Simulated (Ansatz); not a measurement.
Take Ru in the hcp (Mg type) structure (space group P6_3/mmc, No. 194; a = 2.704 Å, c = 4.263 Å; relaxed with 0.1 eV smearing) as the base.

Computed with r2SCAN/PAW in Ansatz (a quantum-chemistry and plane-wave program), without spin-orbit coupling.

For the base:

* **Pressure**: 0.0 GPa
* **Band gap**: zero

Perturbation: an isotropic linear strain of +1.00 %, atoms relaxed at fixed cell.

Q: How does this affect the energy relative to the base, pressure and band gap?

A: The energy goes up by 12 meV/atom; the pressure (mean of the normal stresses, compression positive) goes from zero to -9.4 GPa; the band gap stays zero.

No phonon test of stability was made. All final runs are without spin polarisation.
